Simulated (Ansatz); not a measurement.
Start from GaCuSe$_{2}$ in the chalcopyrite structure (space group I-42d, No. 122).

```
CELL_PARAMETERS angstrom
     -2.83601     2.83601     5.63158
      2.83601    -2.83601     5.63158
      2.83601     2.83601    -5.63158
ATOMIC_POSITIONS crystal
  Cu 0.75000 0.25000 0.50000
  Cu 0.00000 0.00000 0.00000
  Ga 0.25000 0.75000 0.50000
  Ga 0.50000 0.50000 0.00000
  Se 0.11877 0.12500 0.49377
  Se 0.63123 0.62500 0.50623
  Se 0.37500 0.88123 0.00623
  Se 0.87500 0.36877 0.99377
```

The values are results of PBE in Ansatz (plane waves to 420 eV, PAW, no spin-orbit coupling), earlier PAW set, not measurements.

Base values:

Pressure: 0.0 GPa

Perturbation: the cell is scaled by 0.9549 in all directions, atoms relaxed at fixed cell.

Q: What happens to the energy relative to the base?

A: The energy goes up by 93 meV/atom.

Q: Predict the new hole mass.

A: The hole mass is 0.074 mₑ along c, 0.52 mₑ across (at Γ).

Q: What does the calculation give for the electron mass after the change?

A: The electron mass amounts to 0.066 mₑ along c, 0.073 mₑ across (at Γ).

Q: Predict the new largest internal atomic displacement.

A: The largest internal atomic displacement comes out as 0.011 Å.

Q: What does the calculation give for the pressure after the change?

A: The pressure (mean of the normal stresses, compression positive) goes from zero to 11.7 GPa.

The levels and masses belong to the bands next to the band gap. The cells carry an imposed strain or load. Masses are band curvatures over ±0.01 Å⁻¹ around the edge. Stability against distortions was not tested. The final runs are not spin-polarised.

Ansatz is a program for electronic structure.
